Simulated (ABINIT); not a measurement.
## A short convergence ladder for Si (P6_3/mmc, 4 atoms in the cell)

```
Si
1.0
    3.81216     0.00000     0.00000
   -1.90608     3.30143     0.00000
    0.00000     0.00000     6.30096
Si
4
Direct
  0.33333   0.66667   0.06301
  0.66667   0.33333   0.93699
  0.66667   0.33333   0.56301
  0.33333   0.66667   0.43699
```

Base method: LDA (PW92), norm-conserving pseudopotentials (PseudoDojo nc-sr-04 LDA standard) (plane waves; ABINIT).

Base settings: pseudos = [Si.upf]; ecut = 16 Ha; occopt = 3; tsmear = 0.00183747 Ha; ngkpt = 8 8 4; nshiftk = 1; shiftk = 0 0 0; potentials = PseudoDojo nc-sr-04 LDA standard; nband = 13; kptopt = 1.

**Zone-centre phonons against the cutoff**

In this ladder: tolvrs = default; prtwf = default; prtden = default; istwfk = *1; tolvrs1 = 1e-16; ndtset = 2; prtwf1 = 1; getwfk2 = 1; kptopt2 = 2.

The mesh stays at the base's, so the ladder's end is converged at best in this setting alone.

Frequencies are those of the unrelaxed cell, without the LO-TO term of polar crystals.

Only quantities that move along the ladder and can be compared are tabulated.

| ecut | lowest optical frequency (cm⁻¹) |
|---|---|
| 8 Ha | 99.8 |
| 11 Ha | 97.2 |
| 16 Ha | 97.4 |
| 24 Ha | 97.3 |

Coarsest ecut that holds the lowest optical frequency within 1 cm⁻¹ of the last step, with all finer ones: 11 Ha; the step before is off by 2.5 cm⁻¹.

On the base run: the starting cell comes from a database of computed structures (which also holds hypothetical and non-ambient phases and stackings), without a prior relaxation at this level. Its lattice was rescaled by up to half a per cent.
